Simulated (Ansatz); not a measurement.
P interstitial started as a split pair with P in zinc-blende GaP (the name describes the start): one set of geometries, relaxed with PBE, evaluated in Ansatz (PAW, plane waves to 420 eV, 500 eV under r2SCAN) with PBE, r2SCAN.

Cell and caveats: 64-site cell; 2×2×2 shifted k-points; start: split with P along <110>; charged states image-corrected; energies good to tenths of an eV; flagged in the runs: a strain field that reaches the edge of the cell.

| quantity | PBE | r2SCAN |
|---|---|---|
| host gap (eV) | 1.57 | 1.89 |
| ε(+1/0) above the VBM (eV) | 0.29 | 0.28 |
| ε(0/−1) above the VBM (eV) | 0.82 | 1.00 |
| largest moment on one atom at charge +1 (μB) | 0.00 | 0.00 |
| neutral formation energy against black phosphorus (eV) | 3.58 | 3.68 |
| largest moment on one atom at charge 0 (μB) | 0.19 | 0.22 |

PBE narrows the gap by 0.32 eV against r2SCAN, the highest level run, and puts the levels shown 0.085 eV lower above the valence-band maximum on average (from the rounded values).

Ansatz is an electronic-structure program.
